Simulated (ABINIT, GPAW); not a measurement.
A GPAW input for a self-consistent single point of HfPd (Pm-3m, 2 atoms in the cell) (DFT PBEsol, plane waves, GPAW PAW datasets PBEsol (made by gpaw-setup)):

```python
from ase import Atoms
from ase.units import GPa
from gpaw import GPAW, PW

atoms = Atoms(['Hf', 'Pd'],
              cell=[[3.239468, 0.000000, 0.000000],
                    [0.000000, 3.239468, 0.000000],
                    [0.000000, 0.000000, 3.239468]],
              scaled_positions=[[0.000000, 0.000000, 0.000000],
                                [0.500000, 0.500000, 0.500000]],
              pbc=True)

calc = GPAW(mode=PW(550),
            xc='PBEsol',
            kpts={'size': (10, 10, 10), 'gamma': True},
            occupations={'name': 'methfessel-paxton', 'width': 0.2, 'order': 0},
            nbands=-10,
            symmetry={'symmorphic': False, 'tolerance': 0.0005},
            maxiter=150,
            txt='-')

atoms.calc = calc

energy = atoms.get_potential_energy()
print('Energy (eV):', round(energy, 6))
forces = atoms.get_forces()
print('Forces (eV/Ang):')
print(forces.round(5))
stress = atoms.get_stress()
print('Stress (GPa, Voigt):', (stress / GPa).round(4))
```

Write the same calculation as an input for ABINIT.

This is the input that was run; spellings and numerical settings could be chosen otherwise.

```
# HfPd, JTH v2.0 PBE PAW
pp_dirpath "./"
pseudos "Hf.GGA_PBE-JTH.xml, Pd.GGA_PBE-JTH.xml"
acell 6.1217073095 6.1217073095 6.1217073095
rprim
         1.0000000000    0.0000000000    0.0000000000
         0.0000000000    1.0000000000    0.0000000000
         0.0000000000    0.0000000000    1.0000000000
natom 2
ntypat 2
znucl 72 46
typat 1 2
xred
         0.0000000000    0.0000000000    0.0000000000
         0.5000000000    0.5000000000    0.5000000000
ecut 24
pawecutdg 48
pawxcdev 0
ixc -116133
occopt 7
tsmear 0.2 eV
nband 21
kptopt 1
ngkpt 10 10 10
nshiftk 1
shiftk 0 0 0
nstep 60
tolvrs 1.0e-12
prtwf 0
prtden 0
```

Basis settings and potentials, where a program has them, do not carry over. This input uses DFT, PBEsol, plane waves, PAW (JTH v2.0 PBE PAW, files made for PBE). Both were run: pressure 7.91 GPa in GPAW and 6.80 in ABINIT.

On GPAW: the starting cell comes from a database of computed structures (which also holds hypothetical and non-ambient phases and stackings), without a prior relaxation at this level. For this run, on top of that: lattice scaled by 0.98. Spin polarisation is off. With a pressure of about 8 GPa the cell is away from its equilibrium volume at this level.

On ABINIT: the starting cell comes from a database of computed structures (which also holds hypothetical and non-ambient phases and stackings), without a prior relaxation at this level. For this run, on top of that: lattice scaled by 0.98. Spin polarisation is off. The potentials were made for another functional than the one used. With a pressure of about 7 GPa the cell is away from its equilibrium volume at this level.
